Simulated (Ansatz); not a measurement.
Data:

End structure of a constructed model of the (100) surface of fcc Pt, a pseudomorphic layer of Zn in the host's stacking (bottom of the slab: a bare face, its two planes held):

```xyz
7
Lattice="2.8072 0.0000 0.0000 0.0000 2.8072 0.0000 0.0000 0.0000 28.0000" Properties=species:S:1:pos:R:3 pbc="T T T"
Pt     1.4036     1.4036     8.1224
Pt     0.0000     0.0000    10.1074
Pt     1.4036     1.4036    12.0779
Pt     0.0000     0.0000    14.0533
Pt     1.4036     1.4036    16.0366
Pt     0.0000     0.0000    18.0996
Zn     1.4036     1.4036    19.7855
```

Slab: 7 atoms, 11.8 Å thick at the start; k 13x13x1, smearing 0.1 eV, dipole-corrected; single point; on the structure that PBE left under its start's symmetry; no spin, no spin-orbit, no U. It is one candidate, not shown to be the stable structure of the face.

Q: Give the work function of the top face at the level r2SCAN, at the PBE geometry (Ansatz, an electronic-structure program).

A: 3.90 eV
